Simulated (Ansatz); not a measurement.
Consider Ti₃Al (space group P6_3/mmc, No. 194; a = 5.747 Å, c = 4.632 Å). Axes: x lies along a and z along c of the hexagonal cell.

All numbers come from plane-wave PAW DFT at the r2SCAN level (Ansatz, a first-principles code, 500 eV), no spin-orbit coupling.

Before the change:

The pressure comes out as 0.0 GPa. The shortest interatomic distance is 281.3 pm and the band gap is zero.

The change: uniaxial strain ε_yy = −1.15 %, all other strain components held at zero, atoms relaxed at fixed cell.

### Question
How does this affect the pressure, largest internal atomic displacement, energy relative to the base, shortest interatomic distance and band gap?

### Answer
The pressure (mean of the normal stresses, compression positive) goes from zero to 1.4 GPa; the largest internal atomic displacement amounts to 0.016 Å; the energy increases by 1.4 meV/atom; the shortest interatomic distance shrinks by 1.9 pm to 279.4 pm; the band gap remains zero.

Stability against distortions was not tested. The final runs are not spin-polarised.
